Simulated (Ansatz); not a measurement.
## Carrier properties of Si (Imma)

```yaml
crystal:
  lattice:
    - [-0.01805, 2.70123, 2.72917]
    - [2.70123, -0.01805, 2.72917]
    - [2.68318, 2.68318, 0.00000]
  atoms:
    - { symbol: Si, position: [0.25091, 0.25091, 0.24909] }
    - { symbol: Si, position: [0.99909, 0.99909, 0.00091] }
```

Method: PBEsol with spin-orbit coupling, rigid bands (plane waves, PAW; Ansatz, a first-principles code). Condition of this run: uniaxial stress along [110] of 2 GPa (compression positive) (the target of the relaxation). Cell: cell and atoms relaxed with PBEsol, then loaded as said.

```
Quantity                                                                                                                                                          Result
---------------------------------------------------------------------------------------------------------------------------------------  -------------------------------
band gap                                                                                                                                                         0.33 eV
electron conductivity mass (300 K, dilute)                                                                                               0.33 (x), 0.33 (y), 0.22 (z) mₑ
hole conductivity mass (300 K, dilute)                                                                                                   1.06 (x), 1.06 (y), 0.33 (z) mₑ
effective density of states N_c (300 K)                                                                                                                      2.0e19 cm⁻³
effective density of states N_v (300 K)                                                                                                                      7.9e18 cm⁻³
density-of-states mass, electrons                                                                                                                                0.87 mₑ
density-of-states mass, holes                                                                                                                                    0.46 mₑ
Seebeck coefficient, n-type 1e19 cm⁻³, 300 K                                                                                                                   -289 μV/K
best n-type power factor at 300 K for τ = 10 fs (best axis; densities from 1e16 to 1e21 cm⁻³ tried, whether or not they can be reached)     17.1 μW/(cm·K²) at 3e20 cm⁻³
Seebeck coefficient, p-type 1e19 cm⁻³, 300 K                                                                                                                    243 μV/K
best p-type power factor at 300 K for τ = 10 fs (best axis; densities from 1e16 to 1e21 cm⁻³ tried, whether or not they can be reached)     15.2 μW/(cm·K²) at 3e20 cm⁻³
```

Rigid bands; masses and Seebeck coefficients take one relaxation time τ for all states and one kind of carrier; polarons and phonon drag are left out.
